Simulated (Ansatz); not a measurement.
System: Sr2TaNO3 (Immm, No. 71, 7 atoms in the cell; start mp-1218704). Method: PBE0 in Ansatz (PAW).

Settings: plane-wave cutoff 460 eV, 8×8×8 k mesh, Fermi–Dirac smearing 0.01 eV, scalar-relativistic PAW data made under PBE.

Cell (relaxed with PBEsol):

```cif
data_NO3Sr2Ta
_chemical_formula_sum 'Sr2 Ta1 N1 O3'
_space_group_name_H-M_alt 'P 1'
_space_group_IT_number 1
_cell_length_a 6.88980
_cell_length_b 6.88980
_cell_length_c 6.88980
_cell_angle_alpha 146.324
_cell_angle_beta 145.813
_cell_angle_gamma 48.746
loop_
_space_group_symop_operation_xyz
  'x, y, z'
loop_
_atom_site_label
_atom_site_type_symbol
_atom_site_fract_x
_atom_site_fract_y
_atom_site_fract_z
_atom_site_occupancy
Sr1 Sr 0.64475 0.64475 0.00000 1
Sr2 Sr 0.35525 0.35525 0.00000 1
Ta1 Ta 0.00000 0.00000 0.00000 1
N1 N 0.50000 0.00000 0.50000 1
O1 O 0.83856 0.83856 0.00000 1
O2 O 0.16144 0.16144 0.00000 1
O3 O 0.00000 0.50000 0.50000 1
```

Problem. Predict the band gap.

Solution. 
* **band gap**: 2.50 eV (on the SCF k mesh)

Note: cell and atoms aren't relaxed at this level (largest force component 0.20 eV/Å, pressure 1.1 GPa).

Spin–orbit coupling is not included.

The computed numbers hold no vibrational or temperature effects.

Cost on a shared machine: around 21 core-minutes (rough).

A start named mp-… is a Materials Project structure, which need not be a measured phase.

Ansatz is a first-principles code.
